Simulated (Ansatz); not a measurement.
Take MgO in the rock salt structure (space group Fm-3m, No. 225; a = 4.214 Å) as the base.

Now apply this change: every lattice vector is shortened by 4.62 %; the atoms relax in the strained cell.

Levels (all Ansatz, a first-principles code, PAW): PBEsol (420 eV, scalar-relativistic without spin-orbit coupling); r2SCAN (500 eV, scalar-relativistic without spin-orbit coupling).

The geometry is relaxed with PBEsol.

- PBEsol band gap = 6.11 eV
- PBEsol pressure = 29.95 GPa
- PBEsol hole mass = 0.42, 1.9, 1.9 mₑ (at Γ)

With r2SCAN at the same geometry, the band gap grows by 1.07 eV, from 6.11 eV to 7.18 eV; the pressure drops by 0.296 GPa, from 29.95 GPa to 29.66 GPa; the hole mass (degenerate bands, along [100]) changes from 0.42, 1.9, 1.9 mₑ (at Γ) to 0.44, 1.9, 1.9 mₑ (at Γ).

Single points use the geometry relaxed with PBEsol. Their cutoffs differ, which shifts pressures a little. Masses are band curvatures over ±0.01 Å⁻¹ around the edge. Whether these cells are dynamically stable was not tested. The base started in Pnma and relaxed to Fm-3m at this level.
